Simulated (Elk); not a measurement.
Elk run on LaS (Fm-3m, 2 atoms in the cell): self-consistent single point.

Method: LDA (PW92), all-electron FP-LAPW, Elk's shipped species files, APW+lo basis with extra local orbitals (Elk 10.2.4).

```
CELL_PARAMETERS angstrom
      0.00000     2.94160     2.94160
      2.94160     0.00000     2.94160
      2.94160     2.94160     0.00000
ATOMIC_POSITIONS crystal
  La 0.00000 0.00000 0.00000
  S  0.50000 0.50000 0.50000
```

Reference input (self-consistent single point, DFT, PBEsol, all-electron FP-LAPW, Elk's shipped species files, APW+lo basis with extra local orbitals): xctype = 22; rgkmax = 8; swidth = 0.00367493 Ha; ngridk = 7 7 7; gmaxvr = 16 1/bohr; nxlo = 2; lorbcnd = true; lmaxi = 3; maxscl = 100. This run's input differs from it in these lines:

```diff
@@ -2,5 +2,2 @@
   0
-
-xctype
-  22
```

Output, abridged:

```
│ Self-consistent loop started │
│ Loop number : 1 │
 total energy                :     -8901.36292829
│ Loop number : 2 │
 total energy                :     -8901.27830304
RMS change in Kohn-Sham potential (target) :   0.1218613892     (  0.1000000000E-05)
Absolute change in total energy (target)   :   0.8462524314E-01 (  0.1000000000E-03)
│ Loop number : 3 │
 total energy                :     -8900.63058620
RMS change in Kohn-Sham potential (target) :   0.1155253342     (  0.1000000000E-05)
Absolute change in total energy (target)   :   0.6688731496     (  0.1000000000E-03)
│ Loop number : 4 │
   [... lines left out ...]
Absolute change in total energy (target)   :   0.4405840700E-03 (  0.1000000000E-03)
│ Loop number : 13 │
 total energy                :     -8889.43912710
RMS change in Kohn-Sham potential (target) :   0.3545630049E-06 (  0.1000000000E-05)
Absolute change in total energy (target)   :   0.1067906414E-03 (  0.1000000000E-03)
│ Loop number : 14 │
 total energy                :     -8889.43911880
RMS change in Kohn-Sham potential (target) :   0.2311285380E-07 (  0.1000000000E-05)
Absolute change in total energy (target)   :   0.3500131425E-04 (  0.1000000000E-03)
Convergence targets achieved

│ Loop number : 15 │

Energies :
 Fermi                       :     0.339614828929
 total energy                :     -8889.43911844

Density of states at Fermi energy :    35.49960934
 (states/Hartree/unit cell)

Estimated indirect band gap :   0.7204898857E-02
 from k-point     13 to k-point     10
Estimated direct band gap   :   0.4557011041E-01
 at k-point      5

Charges :
 core                        :    56.00000000
 valence                     :    17.00000000
 interstitial                :    3.803109078
 muffin-tins (core leakage)
  species :    1 (La)
   atom    1                 :    54.62594762     (  0.2300794812E-03)
  species :    2 (S)
   atom    1                 :    14.57094331     (  0.7192742935E-04)
 total in muffin-tins        :    69.19689092
 total calculated charge     :    72.99867903
 total charge                :    73.00000000
 error                       :   0.1320967010E-02

│ Self-consistent loop stopped │
```

The run converged in 15 iterations. The count includes the last loop, which Elk runs after its targets are met. 

The starting cell comes from a database of computed structures (which also holds hypothetical and non-ambient phases and stackings), without a prior relaxation at this level. Values depend on the basis (sphere radii, cutoffs, local orbitals), which need not be converged. The log's line on a gap gives a spacing of levels on this mesh, which the program prints for metals too.
